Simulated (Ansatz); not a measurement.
Given:

```xyz
4
Lattice="2.9949 0.0000 0.0000 -1.4974 2.6634 0.0000 0.0000 0.0000 5.0486" Properties=species:S:1:pos:R:3 pbc="T T T"
Si     1.4974     0.8862    -0.0011
Si     0.0000     1.7773     2.5232
C      1.4974     0.8761     3.1575
C      0.0000     1.7873     0.6332
```

No spin polarisation.

Level of theory: r2SCAN (Ansatz, a program for electronic structure, PAW, no spin-orbit coupling), earlier PAW set. Γ-centred 12×12×7 mesh, Fermi–Dirac width 0.05 eV.

What hole mass does the calculation give?

0.28 mₑ along x, 2.6 mₑ along y, 1.6 mₑ along z (at Γ).

Estimate the electron mass.

0.26 mₑ along z, 0.42 mₑ across (off the base's special points).

The levels and masses belong to the bands next to the band gap. The cells carry an imposed strain or load. Masses are band curvatures over ±0.01 Å⁻¹ around the edge. Whether these cells are dynamically stable was not tested. The cell was made from SiC in the wurtzite structure (space group P6_3mc, No. 186) by this change: uniaxial strain ε_xx = −2.62 %.
